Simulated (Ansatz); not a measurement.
## Effect of pressure 3 GPa on SnSe2

Start from SnSe₂ in the CdI2 type structure (space group P-3m1, No. 164; a = 3.8403 Å, c = 6.0057 Å; layered, stacked along the Cartesian z axis).

Now apply this change: cell and atoms relaxed at a pressure of 3 GPa.

The values are results of plane-wave PAW DFT at the PBE-D3(BJ) level (Ansatz, a program for electronic structure, 420 eV), no SOC, not measurements. Γ-centred 10×10×6 mesh, Fermi–Dirac width 0.05 eV.

The volume per atom falls by 1.85 Å³, from 25.57 Å³ to 23.72 Å³ and the c/a ratio falls by 0.068, from 1.564 to 1.496. The shortest interatomic distance decreases by 0.020 Å to 2.710 Å and the enthalpy H = E + PV relative to the base's energy amounts to +0.46 eV/atom. The band gap changes from 0.36 eV to zero.

Final structure:

```
CELL_PARAMETERS angstrom
      3.80154     0.00000     0.00000
     -1.90077     3.29223     0.00000
      0.00000     0.00000     5.68611
ATOMIC_POSITIONS crystal
  Sn 0.00000 0.00000 0.00000
  Se 0.33333 0.66667 0.27962
  Se 0.66667 0.33333 0.72038
```

A case with no gap was solved on a k-mesh chosen for an insulator, which is coarse for it. Load acts through the strain it causes; cell and atoms are relaxed under it. Whether these cells are dynamically stable was not tested. All final runs are without spin polarisation. A zero or small gap of SnSe2 under pressure 3 GPa can be the functional's error rather than a property of the material.
